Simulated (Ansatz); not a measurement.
Data:

```xyz
1
Lattice="0.0000 1.8920 1.8920 1.8920 0.0000 1.8920 1.8920 1.8920 0.0000" Properties=species:S:1:pos:R:3 pbc="T T T"
Ir     0.0000     0.0000     0.0000
```

Level of theory: PBEsol with spin-orbit coupling, rigid bands (plane waves, PAW; Ansatz, an electronic-structure program). Condition of this run: hydrostatic pressure 15 GPa with spin-orbit coupling (the target of the relaxation). Cell: cell and atoms relaxed with PBEsol, then loaded as said.

**Question.** For narrow interconnects the product ρ₀λ of bulk resistivity and mean free path ranks metals, the lower the better. What is it here?

**Answer.** 3.8 ×10⁻¹⁶ Ω·m².

**Question.** And the Drude plasma energy and the root-mean-square Fermi velocity at 300 K?

**Answer.** 10.5 eV; 8.2e5 m/s.

A metal at this level (no band gap); rigid bands, thermally averaged at 300 K, both spins. τ is one relaxation time for all states; the product of resistivity and mean free path takes one path for all states instead.
